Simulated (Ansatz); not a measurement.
**Input and output of a self-consistent single point for ZnNi (Pm-3m, 2 atoms in the cell) (Ansatz, a program for electronic structure)**

Computed with LDA (PW92), default PAW files made with PBE (plane waves; Ansatz).

Input:

Ansatz 0.2 input:
```yaml
crystal:
  lattice:
    - [2.880463, 0.000000, 0.000000]
    - [0.000000, 2.880463, 0.000000]
    - [0.000000, 0.000000, 2.880463]
  atoms:
    - { symbol: Zn, position: [0.500000, 0.500000, 0.500000] }
    - { symbol: Ni, position: [0.000000, 0.000000, 0.000000] }
basis:
  ecutwfc: 30.9 Ry
kpoints:
  mp_grid: { grid: [11, 11, 11] }
hamiltonian:
  xc: lda
  pseudopotentials: { kind: paw }
scf:
  occupations: { method: gaussian, width: 0.0073 Ry }
output:
  forces: true
  eigenvalues: true
  stress: true
```

The program printed (abridged):

```
WARN ansatz: RAYON_NUM_THREADS=1 ignored (pool sized by the plan → 1); use --threads N
Pseudopotentials: kind: paw
Pseudopotential: Zn, paw, valence charge 12
Pseudopotential: Ni, paw, valence charge 18
Crystal: 2 atoms, lattice volume = 23.899 Å³
Basis set: ecut = 420.4159175005146 eV, 461 PW (Γ)
Bands: 19, of which v1, the nominal top of the filled ones, is band 15 counted from 1 (14 counted from 0)
Symmetry: 48 space group operations
Space group: Pm-3m (ITA 221), of the structure as read, at distance tolerance 2.9e-5 Å
k-points: 56 of 1331
PAW frozen core: Zn, regenerated for the run's functional, and the local potential with it
PAW frozen core: Ni, regenerated for the run's functional, and the local potential with it
Initial density: superposition of atomic densities (neutral atoms: chi_scale 0, normalization atom), corrected by the library's trained network
Initial wavefunctions: pseudopotential atomic-orbital guess
Eigensolver: davidson
Functional: x = slater, c = lda
SCF iter   1: F=—  HF=-9020.137691 eV  |F-HF|=—  |Δ(HF+E_count)|=         —  Δρ=2.58e-2  dr2=8.97e-2  ethr=1.77e-3  ⟨swp⟩=4.8  Hψ=4640  notcnv=0
all-band conjugate gradients solve this SCF's bands
preconditioner: auto → none
SCF iter   2: F=—  HF=-9020.128220 eV  |F-HF|=—  |Δ(HF+E_count)|=   9.47e-3  Δρ=1.16e-2  dr2=2.07e-2  ethr=2.99e-4  ⟨swp⟩=2.0  Hψ=1704  notcnv=0  defer=4
SCF iter   3: F=—  HF=-9020.126209 eV  |F-HF|=—  |Δ(HF+E_count)|=   2.01e-3  Δρ=2.27e-3  dr2=5.81e-4  ethr=6.88e-5  ⟨swp⟩=1.4  Hψ=1131  notcnv=0  defer=4
SCF iter   4: F=—  HF=-9020.125942 eV  |F-HF|=—  |Δ(HF+E_count)|=   2.67e-4  Δρ=6.29e-4  dr2=5.60e-5  ethr=1.94e-6  ⟨swp⟩=2.0  Hψ=1565  notcnv=0  defer=4
SCF iter   5: F=—  HF=-9020.125915 eV  |F-HF|=—  |Δ(HF+E_count)|=   2.66e-5  Δρ=1.29e-4  dr2=1.42e-6  ethr=1.87e-7  ⟨swp⟩=2.0  Hψ=1441  notcnv=0  defer=4
SCF iter   6: F=-9020.125914 eV  HF=-9020.125914 eV  |F-HF|=3.81e-9  |Δ(HF+E_count)|=   8.37e-7  Δρ=1.40e-5  dr2=1.44e-8  ethr=3.33e-10  ⟨swp⟩=6.6  Hψ=5502  notcnv=0
SCF 1 converged in 6 iterations: F = -9020.125914 eV  dr2 = 1.44e-8
SCF converged after 6 iterations
Free energy (F): -9020.125914 eV
Harris-Foulkes:  -9020.125914 eV  (|F-HF|=3.81e-9)
Internal energy: -9020.118018 eV  (E = F + TS)
E sigma→0 (E₀):  -9020.121966 eV
Entropy (-TS):   -0.007897 eV (-3.948 meV/atom)
Fermi energy:    14.783070 eV
--- Per-component energies (eV) ---
  E_band       = -238.200192
  E_kinetic    = 417.733081
  E_local      = -5117.267392  (includes V_loc(G=0)·N_el)
  E_nonlocal   = 1256.072539
  E_hartree    = 2147.771174
  E_xc         = -221.236897
  E_vxc        = -164.387466  (∫ρ·V_xc dr)
  E_paw        = -3320.228823  (= ΣΔE_a)
  E_vpaw       = -925.888734  (= ΣTr[D̂ρ^β])
  E_aug_tail   = 0.000097  (compensation charges beyond the density's cutoff)
  E_ewald      = -4184.953059
  E_core_change = 1.991262  (= ΣΔE_core)
  E_smearing   = -0.007897  (= −TS)
  E_closure    = -0.000000  (closes the sum)
  Σ components = -9020.125914   (vs F -9020.125914, Δ=0.00e0)
--- Forces (eV/Å), atoms counted from 1 ---
  atom   1  Zn     0.00000000     0.00000000     0.00000000
  atom   2  Ni    -0.00000000     0.00000000     0.00000000
  max |Σ_I F_I| component: 5.26e-30 eV/Å
--- Stress (GPa, compression-positive) ---
      -12.362957      -0.000000       0.000000
        0.000000     -12.362957       0.000000
        0.000000       0.000000     -12.362957
  P = ⅓ Tr σ = -12.3630 GPa (-123.630 kbar)
  The stress holds the Pulay correction. Without it, at fixed plane waves, as pw.x and ABINIT print it: P = -12.4556 GPa
--- Band table (eV; the first three rows and the last of 56) ---
  k-point 0: bands = ["-87.2874", "-48.1187", "-48.1187", "-48.1187", "4.6449", "7.1836", "7.1836", "7.9755", "7.9755", "7.9755", "12.6202", "12.6202", "13.8852", "13.8852", "13.8852", "21.9665", "21.9665", "21.9665", "27.5768"]
  k-point 1: bands = ["-87.2873", "-48.1205", "-48.1185", "-48.1185", "4.8024", "7.2029", "7.2203", "7.9604", "7.9604", "7.9825", "12.6107", "12.6293", "13.8104", "13.8104", "13.8785", "20.7252", "22.2274", "22.2274", "27.6405"]
  k-point 2: bands = ["-87.2870", "-48.1255", "-48.1182", "-48.1182", "5.2641", "7.2554", "7.3272", "7.9201", "7.9201", "8.0015", "12.5849", "12.6185", "13.6227", "13.6227", "13.8606", "18.5138", "22.9714", "22.9714", "27.8343"]
  k-point 55: bands = ["-87.2831", "-48.1373", "-48.1373", "-48.1373", "7.3205", "7.3407", "7.3407", "8.2895", "8.2895", "11.4768", "11.6352", "11.6352", "14.1626", "14.1626", "18.3470", "19.6363", "19.7060", "19.7060", "21.5283"]
```

The run converged in 6 iterations.

The starting cell comes from a database of computed structures (which also holds hypothetical and non-ambient phases and stackings), without a prior relaxation at this level. Its lattice was rescaled by up to half a per cent. Spin polarisation is off. With a pressure of about -12 GPa the cell is away from its equilibrium volume at this level. Ansatz's pressure includes its estimate of the finite-basis (Pulay) stress.
